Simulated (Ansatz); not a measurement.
A computed series for NbSi2: pressure series

Start from NbSi2 (space group P6_222, No. 180; a = 4.8105 Å, c = 6.6185 Å).

Cell and atoms are relaxed at each pressure.

Method: Ansatz (a first-principles code), PBE, PAW, cutoff 420 eV, without spin-orbit coupling.

Notes on the quantities. enthalpy: H = E + PV relative to the base's energy.

```tsv
case	shortest interatomic distance	enthalpy
base	2.575 Å	–
pressure −2 GPa	2.583 Å	-0.19 eV/atom
pressure −1 GPa	2.579 Å	-0.09 eV/atom
pressure 0.9 GPa	2.571 Å	+0.08 eV/atom
pressure 2.1 GPa	2.566 Å	+0.19 eV/atom
pressure 4.5 GPa	2.557 Å	+0.41 eV/atom
pressure 9 GPa	2.540 Å	+0.81 eV/atom
pressure 15 GPa	2.520 Å	+1.33 eV/atom
pressure 22.5 GPa	(withheld)	+1.96 eV/atom
pressure 30 GPa	2.479 Å	+2.57 eV/atom
```

Q: What belongs in the blanks?

A: 
- pressure 22.5 GPa, shortest interatomic distance: 2.498 Å

Load acts through the strain it causes; cell and atoms are relaxed under it. No phonon test of stability was made. Competing high-pressure phases were not computed. All final runs are without spin polarisation. An odd electron count without spin: NbSi2.
